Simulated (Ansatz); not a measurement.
We consider Hg (R-3m, No. 166, 1 atoms in the cell), described by r²SCAN in Ansatz (plane waves, PAW).

Settings: plane-wave cutoff 560 eV, 20×20×20 k mesh, Fermi–Dirac smearing 0.05 eV, scalar-relativistic PAW data made under PBE.

Properties against volume:

Shape and atoms are relaxed at each volume.

| V (Å³/atom) | P (GPa) | c (Å) | a (Å) |
|---|---|---|---|
| 25.891 | 0.82 | 6.224 | 3.796 |
| 26.431 | 0.40 | 6.095 | 3.876 |
| 26.970 | 0.00 | 6.001 | 3.946 |
| 27.510 | -0.42 | 5.970 | 3.995 |
| 28.049 | -0.72 | 5.763 | 4.106 |

Note: the relaxation could not lower the start's symmetry, so the cell can be a saddle point above a distorted one.

Ansatz is an electronic-structure program.
